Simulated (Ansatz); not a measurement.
Take ZrSi in the rock salt structure (space group Fm-3m, No. 225; a = 5.3973 Å; a hypothetical phase, not in the database extracts checked; relaxed with 0.1 eV smearing) as the base. Axes: x, y, z lie along the cube axes.

(Cell as relaxed with PBE.)

Levels (all Ansatz, a quantum-chemistry and plane-wave program, PAW, earlier PAW set): PBE (420 eV, no spin-orbit coupling); PBEsol (420 eV, no SOC).

Each level relaxes its own structure.

```tsv
base	PBE	PBEsol
volume per atom	19.65 Å³	19.06 Å³
lattice parameter a	5.397 Å	5.342 Å
band gap	zero	zero
```

The change: uniaxial strain ε_xx = +0.96 %, all other strain components held at zero; the atoms relax in the strained cell.

| quantity | PBE | PBEsol |
|---|---|---|
| stress (xx, yy, zz, yz, xz, xy; compression positive) | (-2.4, -0.4, -0.4, 0.0, 0.0, 0.0) GPa | (-2.6, -0.4, -0.4, 0.0, 0.0, 0.0) GPa |
| energy relative to the base (free energy F) | +1.4 meV/atom | +1.5 meV/atom |

The two differ in detail. Neither level is exact; PBEsol is the comparison here, not a measurement.

Whether these cells are dynamically stable was not tested. The final runs are not spin-polarised.
